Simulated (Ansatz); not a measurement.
System: hcp Gd. Method: RPBE in Ansatz (plane waves, PAW).

Numerical settings: plane-wave cutoff 520 eV, 18×18×10 k mesh (along the axes of the cell as run), Fermi–Dirac smearing 0.05 eV, spin-polarised with parallel moments, scalar-relativistic PAW data made under PBE.

The volume scan:

```csv
V (Å³/atom),E − E_lowest (meV/atom)
34.009,5.73
34.717,1.40
35.426,0.00
36.134,1.29
36.843,5.03
```

Task: What bulk modulus B0 and pressure derivative B′ does a third-order Birch–Murnaghan fit give?

Result: V0 = 35.429 Å³/atom, B0 = 30.3 GPa, B′ = 3.6 (fit to the energies at full precision).

Shape and atoms are relaxed at each volume.

Measured, for comparison: bulk modulus 37.9 GPa (room temperature, not corrected to a static lattice; as tabulated in Wikipedia's data pages); equilibrium volume per atom 33.05 Å³/atom (room temperature, not corrected to a static lattice; as tabulated in Söderlind et al. (2014), doi:10.1088/0953-8984/26/41/416001). Computed (rounded) less measured: bulk modulus -20 %, equilibrium volume per atom +7.2 %.

Note: the 4f shell is treated without U or exact exchange, so its levels and filling can be wrong; the collinear magnetic order is the start's and need not be the measured one; the bulk modulus comes from volumes at which shape and atoms were relaxed.

Spin–orbit coupling is not included.

Computed values are for the static lattice.

Cost on a shared machine: roughly 27 core-minutes.

Ansatz is an electronic-structure program.
